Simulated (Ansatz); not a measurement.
## CdO, pressure series

The reference is CdO in the rock salt structure (space group Fm-3m, No. 225).

```xyz
2
Lattice="0.0000 2.3842 2.3842 2.3842 0.0000 2.3842 2.3842 2.3842 0.0000" Properties=species:S:1:pos:R:3 pbc="T T T"
O      0.0000     0.0000     0.0000
Cd     2.3842     2.3842     2.3842
```

Cell and atoms are relaxed at each pressure.

Computed with PBE (Ansatz, an electronic-structure program; PAW; 420 eV plane waves; no spin-orbit coupling), earlier PAW set.

```tsv
pressure (GPa)	volume per atom (Å³/atom)
-2	13.778
-1	13.660
0	13.552
0.7	13.479
1.5	13.398
3	?
5	13.067
7.5	12.858
10	12.666
```

Fit the third-order Birch–Murnaghan form P(V) = (3B₀/2)[(V₀/V)^(7/3) − (V₀/V)^(5/3)]·[1 + (3/4)(B₀′ − 4)((V₀/V)^(2/3) − 1)] (squares taken in P) to the rows shown and predict the withheld row.

Least squares on the printed values gives V₀ = 13.552 Å³/atom, B₀ = 126 GPa, B₀′ = 4.7; this predicts 13.250 Å³/atom, and the run gives 13.249 Å³/atom, in agreement.

Measured bulk modulus of CdO: 147 GPa (temperature not stated; as listed in Priya Gopal et al., Physical Review B (2015)); the computed value is for a static lattice, so the two differ by thermal effects too.

A case with no gap was solved on a k-mesh chosen for an insulator, which is coarse for it. Load acts through the strain it causes; cell and atoms are relaxed under it. Whether these cells are dynamically stable was not tested. Competing high-pressure phases were not computed. All final runs are without spin polarisation.
